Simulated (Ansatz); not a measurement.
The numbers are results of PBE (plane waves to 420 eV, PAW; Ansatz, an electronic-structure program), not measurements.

Plane-averaged electrostatic potential energy along the normal, in eV from the Fermi level, for a constructed model of the (111) surface of fcc Pt, a layer of Mn in place of the second plane (bottom of the slab: a bare face, its two planes held):

(z (Å), V (eV)): (3.72, 5.69); (4.01, 5.69); (4.30, 5.69); (4.58, 5.69); (4.87, 5.68); (5.16, 5.67); (5.44, 5.64); (5.73, 5.57); (6.02, 5.42); (6.30, 5.09); (6.59, 4.31); (6.88, 2.54); (7.16, -2.09); (7.45, -11.43); (7.73, -20.14); (8.02, -23.34); (8.31, -19.35); (8.59, -10.42); (8.88, -2.08); (9.17, 0.15); (9.45, -3.16); (9.74, -12.06); (10.03, -20.49); (10.31, -23.56); (10.60, -19.61); (10.89, -10.76); (11.17, -2.38); (11.46, 0.04); (11.74, -2.98); (12.03, -11.74); (12.32, -20.29); (12.60, -23.56); (12.89, -19.79); (13.18, -10.99); (13.46, -2.40); (13.75, 0.44); (14.04, -1.48); (14.32, -9.24); (14.61, -18.49); (14.90, -23.44); (15.18, -21.52); (15.47, -13.80); (15.76, -4.82); (16.04, -1.21); (16.33, -3.87); (16.61, -10.36); (16.90, -15.00); (17.19, -15.32); (17.47, -11.21); (17.76, -4.67); (18.05, -1.28); (18.33, -4.13); (18.62, -12.84); (18.91, -20.92); (19.19, -23.42); (19.48, -18.85); (19.77, -9.64); (20.05, -1.16); (20.34, 2.45); (20.62, 3.88); (20.91, 4.50); (21.20, 4.78); (21.48, 4.90); (21.77, 4.95); (22.06, 4.98); (22.34, 4.99); (22.63, 5.00); (22.92, 5.00); (23.20, 5.00); (23.49, 5.00)

Set-up: 6 atoms, 11.5 Å thick at the start; mesh 15x15x1; 0.1 eV smearing; dipole correction on; 2 atoms held, the rest relaxed; held to the start's symmetry, so lower structures may exist; spin-polarised, ending with about 4.2 μB a cell; orders that need a larger cell were not tried, no spin-orbit, no U. It is one candidate, not shown to be the stable structure of the face.

Q: The surface cell has an area of 6.82 Å². What dipole along the normal does the step between the two vacuum levels imply?

A: the top vacuum level lies 0.69 eV below the bottom one; p = −ε₀ A ΔV (ε₀ = 0.005526 e/(V·Å)) gives 0.03 e·Å a cell.
